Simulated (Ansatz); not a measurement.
Where the default PAW files enter, the runs use the earlier of Ansatz's two default sets.

The decay constant κ of evanescent states in the gap governs leakage through a thin film.

```yaml
crystal:
  lattice:
    - [5.46333, 0.00000, 0.00000]
    - [2.73167, 12.24240, -0.08712]
    - [2.73167, -0.19203, 1.56539]
  atoms:
    - { symbol: W, position: [0.41667, 0.25000, 0.25000] }
    - { symbol: W, position: [0.58333, 0.75000, 0.75000] }
    - { symbol: S, position: [0.04637, 0.62030, 0.62030] }
    - { symbol: S, position: [0.95363, 0.37970, 0.37970] }
    - { symbol: S, position: [0.21304, 0.12030, 0.12030] }
    - { symbol: S, position: [0.78696, 0.87970, 0.87970] }
```

Space group of this cell: P6_3/mmc. The cell was relaxed by PBE-D3(BJ); by r2SCAN its mean pressure is 2.2 GPa.

Transport runs along the normal of the first two printed cell vectors, the (111) plane of the conventional cell.

The gap is the functional's own. No spin-orbit coupling. Mid-gap values are interpolated on the energy grid.

Predict the band gap and the smallest decay constant κ at mid-gap from r2SCAN (Ansatz, a first-principles code).

Gap 1.00 eV on a 18×18×18 mesh; κ = 0.195 1/Å, at (0.000, 0.250) of the in-plane reciprocal vectors. At the zone centre, at the nearest computed energy, the slowest state has κ = 0.20 1/Å.
